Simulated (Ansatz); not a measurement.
# CsPbBr3, pressure series

The reference is CsPbBr3 in the cubic perovskite structure (space group Pm-3m, No. 221; a = 6.003 Å).

Cell and atoms are relaxed at each pressure.

Calculations: Ansatz (a quantum-chemistry and plane-wave program) PBE, spin-orbit coupling left out.

Candidates:
(a) pressure 4.2 GPa
(b) pressure −1 GPa
(c) pressure 60 GPa

Base values:

The band gap is 1.78 eV.

Question: Order them by band gap, highest first.

Answer: (b) pressure −1 GPa (1.97 eV), (a) pressure 4.2 GPa (1.11 eV), (c) pressure 60 GPa (zero)

The mesh was chosen for an insulator and is coarse for the gapless case. With Pb present, leaving out spin-orbit coupling can change the band edges. Load acts through the strain it causes; cell and atoms are relaxed under it. Whether these cells are dynamically stable was not tested. Competing high-pressure phases were not computed. The final runs are not spin-polarised. Many cubic perovskites are stable only at high temperature; tilts and polar distortions were not tested. This is not the structure that CsPbBr3 has at room temperature and ambient pressure. The zero or small gap of CsPbBr3 under pressure 60 GPa can change with the level of theory.
